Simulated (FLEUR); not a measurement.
A self-consistent single point of SrAsPt (P6_3/mmc, 6 atoms in the cell) with FLEUR.

Computed with LDA (Vosko-Wilk-Nusair), all-electron FLAPW (FLEUR), scalar-relativistic valence.

The change in words: lattice scaled by 0.98. Reference geometry:
```
SrAsPt
1.0
    4.28518     0.00000     0.00000
   -2.14259     3.71108     0.00000
    0.00000     0.00000     9.12241
Sr As Pt
2 2 2
Direct
  0.00000   0.00000   0.50000
  0.00000   0.00000   0.00000
  0.33333   0.66667   0.75000
  0.66667   0.33333   0.25000
  0.33333   0.66667   0.25000
  0.66667   0.33333   0.75000
```

Reference input (self-consistent single point, DFT, LDA (Vosko-Wilk-Nusair), all-electron FLAPW (FLEUR), scalar-relativistic valence): Kmax = 3.8 1/bohr; GmaxXC = 13.3 1/bohr; xcFunctional = vwn; jspins = 1; l_soc = F; mode = hist; fermiSmearingEnergy = 0.00367493 Htr; mesh (inpgen div1-3) = 7 7 3; inpgen gamma flag = false; Gmax = 13.3 1/bohr; numbands = 0; maxIterBroyd = 40. This run's input differs from it in these lines:

```diff
@@ -3,5 +3,5 @@
 &input film=f /
-4.2851838823 0.0000000273 0.0000000000
--2.1425919648 3.7110780883 0.0000000000
-0.0000000000 0.0000000000 9.1224130000
+4.1994797906 0.0000000486 0.0000000000
+-2.0997399374 3.6368561570 0.0000000000
+0.0000000000 0.0000000000 8.9399650000
 1.8897261246
@@ -48,5 +48,5 @@
          <bravaisMatrix>
-            <row-1>    8.0978239310971620     0.0000000515895232     0.0000000000000000</row-1>
-            <row-2>   -4.0489120102406027     7.0129212138911345     0.0000000000000000</row-2>
-            <row-3>    0.0000000000000000     0.0000000000000000    17.2388621654906586</row-3>
+            <row-1>    7.9358666700265568     0.0000000918406897     0.0000000000000000</row-1>
+            <row-2>   -3.9679334145707483     6.8726620912952585     0.0000000000000000</row-2>
+            <row-3>    0.0000000000000000     0.0000000000000000    16.8940854135096394</row-3>
          </bravaisMatrix>
```

Log, with long lists cut:

```
 Iteration:     1   Distance:      10.77814201 me/bohr^3
 Iteration:     2   Distance:       9.36115819 me/bohr^3
 Iteration:     3   Distance:       4.58658118 me/bohr^3
 Iteration:     4   Distance:       1.97357125 me/bohr^3
 Iteration:     5   Distance:       1.01204664 me/bohr^3
   [... 10 lines left out ...]
 Iteration:    16   Distance:       0.00006158 me/bohr^3
 Iteration:    17   Distance:       0.00001106 me/bohr^3
 Iteration:    18   Distance:       0.00001133 me/bohr^3
 Iteration:    19   Distance:       0.00000095 me/bohr^3
 Run finished successfully
 Stop message:
   Structural relaxation: Done

[file out, last iteration]
             iter=     20
[...]
          total density-effective poten   -8.2327047381E+04
          total charge density-energy d   -1.0588752436E+03
 Updated energy parameters for spin:           1
[...]
 fermi energy and band-weighting factors:
   [... 5 lines left out ...]

[...]
FERMIE:
          first approx. to ef    (T=0)  :   0.327775 htr   (energy of the highest occ. eigenvalue)
          number of occ. states  (T=0)  :        650
          first approx. to seigv (T=0)  : -39.851378 htr
          sum of weights of occ. states :  41.061224
          sum of semicore charge        :   0.000000 e
FERHIS:  Fermi-Energy by histogram:
          bandgap                     :   0.000205 htr
   [... lines left out ...]
          charge neutrality (T=0)     :   0.122449    (zero if the highest occ. eigenvalue is "entirely" occupied)
     EF_NEWTON:  Adjust Fermi-Energy by Newton-Method.
 Direct bandgap for spin            1 :    7.5640070180065244E-003  Htr
 ---->    free energy=                    -47741.7399222917 htr
   [... lines left out ...]
 TOTAL FORCE FOR ATOM TYPE=  1  X=  0.000   Y=  0.000   Z=  8.447
                       FX_TOT= 0.000000 FY_TOT= 0.000000 FZ_TOT= 0.000000
 TOTAL FORCE FOR ATOM TYPE=  2  X=  3.968   Y= -2.291   Z= -4.224
                       FX_TOT= 0.000000 FY_TOT= 0.000000 FZ_TOT= 0.000000
 TOTAL FORCE FOR ATOM TYPE=  3  X=  3.968   Y= -2.291   Z=  4.224
                       FX_TOT= 0.000000 FY_TOT= 0.000000 FZ_TOT= 0.000000
 Structural relaxation: Done
```

The run converged in 19 iterations. FLEUR gives forces in its relaxation mode, with a further iteration, so its stop message speaks of a relaxation. Against the reference run the free energy falls by 26.3 meV/atom.

The starting cell comes from a database of computed structures (which also holds hypothetical and non-ambient phases and stackings), without a prior relaxation at this level. Its lattice was rescaled by a random factor within 2.5 % of one. For this run, on top of that: lattice scaled by 0.98. Spin-orbit coupling is off. Spin polarisation is off. Values depend on the basis (sphere radii, cutoffs, local orbitals), which need not be converged. The log's line on a gap gives a spacing of levels on this mesh, which the program prints for metals too.

Cost on one core of a shared machine: roughly 2 min.
